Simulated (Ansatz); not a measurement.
An Ansatz (an electronic-structure program) input (PBE (Ansatz; PAW; 420 eV plane waves; no spin-orbit coupling)):

Ansatz 0.2 input:
```yaml
crystal:
  lattice:
    - [0, 3.5675338014, 3.5675338014]
    - [3.5675338014, 0, 3.5675338014]
    - [3.5675338014, 3.5675338014, 0]
  atoms:
    - { symbol: Ba, position: [0, 0, 0] }
    - { symbol: Te, position: [0.5, 0.5, 0.5] }
basis: { ecutwfc: 420, ecutrho_ratio: 4, xc_grid: 2, fft_grid_basis: typed }
kpoints: { mp_grid: { grid: [8, 8, 8] } }
hamiltonian:
  xc: pbe
  dispersion: none
  pseudopotentials: { kind: paw }
scf: { occupations: { method: fermi_dirac, width: 0.05 }, convergence: { dr2_threshold: 0.0000000002 } }
relax: { f_tol: 0.005, max_steps: 50 }
output: { forces: true, stress: true }
checkpoint: { write: state.ck, write_every: 1000 }
```

**Question.** Which symmetry and how many k-points will the program report, and about how many plane waves at Γ?

**Answer.** Space group Fm-3m (ITA 225) with 48 operations, k-points 29 of 512, and 1807 plane waves at Γ.

**Question.** And the final pressure?

**Answer.** -0.80 GPa (compression positive).

The cells carry an imposed strain or load. No phonon test of stability was made. The cell was made from BaTe in the rock salt structure (space group Fm-3m, No. 225) by this change: isotropic strain +1.00 %.
